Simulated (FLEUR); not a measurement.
A self-consistent single point of NaCd3 (Fm-3m, 4 atoms in the cell) with FLEUR.

Method: LDA (Perdew-Zunger), all-electron FLAPW (FLEUR), scalar-relativistic valence run with FLEUR.

The change in words: lattice scaled by 0.98. Reference geometry:
```
NaCd3
1.0
    0.00000     3.53941     3.53941
    3.53941     0.00000     3.53941
    3.53941     3.53941     0.00000
Na Cd
1 3
Direct
  0.00000   0.00000   0.00000
  0.25000   0.25000   0.25000
  0.75000   0.75000   0.75000
  0.50000   0.50000   0.50000
```

Reference input (self-consistent single point, DFT, LDA (Perdew-Zunger), all-electron FLAPW (FLEUR), scalar-relativistic valence): Kmax = 3.8 1/bohr; GmaxXC = 15.2 1/bohr; xcFunctional = pz; jspins = 1; l_soc = F; mode = hist; fermiSmearingEnergy = 0.00367493 Htr; mesh (inpgen div1-3) = 8 8 8; inpgen gamma flag = true; Gmax = 15.2 1/bohr; numbands = 0; maxIterBroyd = 15. This run's input differs from it in these lines:

```diff
@@ -6,3 +6,3 @@
 0.7071067812 0.7071067812 -0.0000000000
-9.4589893927
+9.2698101394
 1.0 1.0 1.0
@@ -46,5 +46,5 @@
          <bravaisMatrix>
-            <row-1>    0.0000000000000000     6.6885155428770400     6.6885155428770400</row-1>
-            <row-2>    6.6885155428770400     0.0000000000000000     6.6885155428770400</row-2>
-            <row-3>    6.6885155428770400     6.6885155428770400     0.0000000000000000</row-3>
+            <row-1>    0.0000000000000000     6.5547456100062584     6.5547456100062584</row-1>
+            <row-2>    6.5547456100062584     0.0000000000000000     6.5547456100062584</row-2>
+            <row-3>    6.5547456100062584     6.5547456100062584     0.0000000000000000</row-3>
          </bravaisMatrix>
```

Log, with long lists cut:

```
 Iteration:     1   Distance:       5.86401168 me/bohr^3
 Iteration:     2   Distance:       5.20333119 me/bohr^3
 Iteration:     3   Distance:       2.55632686 me/bohr^3
 Iteration:     4   Distance:       0.71462222 me/bohr^3
 Iteration:     5   Distance:       0.56906071 me/bohr^3
   [... 6 lines left out ...]
 Iteration:    12   Distance:       0.00018134 me/bohr^3
 Iteration:    13   Distance:       0.00021211 me/bohr^3
 Iteration:    14   Distance:       0.00003812 me/bohr^3
 Iteration:    15   Distance:       0.00000233 me/bohr^3
 Run finished successfully
 Stop message:
   Structural relaxation: Done

[file out, last iteration]
             iter=     16
[...]
          total density-effective poten   -2.7894134175E+04
          total charge density-energy d   -4.6262707798E+02
 Updated energy parameters for spin:           1
[...]
 fermi energy and band-weighting factors:

[...]
FERMIE:
          first approx. to ef    (T=0)  :   0.219520 htr   (energy of the highest occ. eigenvalue)
          number of occ. states  (T=0)  :        908
          first approx. to seigv (T=0)  : -47.828971 htr
          sum of weights of occ. states :  31.535156
          sum of semicore charge        :   0.000000 e
FERHIS:  Fermi-Energy by histogram:
          bandgap                     :   0.000803 htr
   [... lines left out ...]
          charge neutrality (T=0)     :   0.070312    (zero if the highest occ. eigenvalue is "entirely" occupied)
     EF_NEWTON:  Adjust Fermi-Energy by Newton-Method.
 Direct bandgap for spin            1 :    1.2159007879256861E-002  Htr
 ---->    free energy=                    -16934.7321159269 htr
   [... lines left out ...]
 TOTAL FORCE FOR ATOM TYPE=  1  X=  0.000   Y=  0.000   Z=  0.000
                       FX_TOT= 0.000000 FY_TOT= 0.000000 FZ_TOT= 0.000000
 TOTAL FORCE FOR ATOM TYPE=  2  X=  3.277   Y=  3.277   Z=  3.277
                       FX_TOT= 0.000000 FY_TOT= 0.000000 FZ_TOT= 0.000000
 TOTAL FORCE FOR ATOM TYPE=  3  X=  6.555   Y=  6.555   Z=  6.555
                       FX_TOT= 0.000000 FY_TOT= 0.000000 FZ_TOT= 0.000000
 Structural relaxation: Done
```

The run converged in 15 iterations. FLEUR gives forces in its relaxation mode, with a further iteration, so its stop message speaks of a relaxation. Against the reference run the free energy falls by 19.8 meV/atom.

The starting cell comes from a database of computed structures (which also holds hypothetical and non-ambient phases and stackings), without a prior relaxation at this level. For this run, on top of that: lattice scaled by 0.98. Values depend on the basis (sphere radii, cutoffs, local orbitals), which need not be converged. The log's line on a gap gives a spacing of levels on this mesh, which the program prints for metals too.

Cost on one core of a shared machine: roughly 2 min.
